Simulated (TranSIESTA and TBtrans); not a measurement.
Run with TranSIESTA and TBtrans (open boundaries, self-consistent; PseudoDojo norm-conserving potentials, scalar-relativistic): PAO.BasisSize DZP, PAO.EnergyShift 0.15 eV, XC.Authors PBE, Mesh.Cutoff 200 Ry, ElectronicTemperature 300 K, TS.Voltage 0.0 eV, TBT.Elecs.Eta 0.001 eV, no spin polarisation.

System: Ag chain with one bond stretched by 2.0 Å. Leads: straight Ag chain, spacing 2.517 Å. Geometry: as built, not relaxed.

Predict: conductance at 300 K (G0 = 2e²/h); thermopower (μV/K); mean T from −0.5 to 0.5 eV.

conductance at 300 K (G0 = 2e²/h): 0.24; thermopower (μV/K): -2.7; mean T from −0.5 to 0.5 eV: 0.23. The straight chain is held at its spacing; free chains may zigzag or dimerise. No spin-polarised start was tried, so a magnetic state, if there is one, is missed.
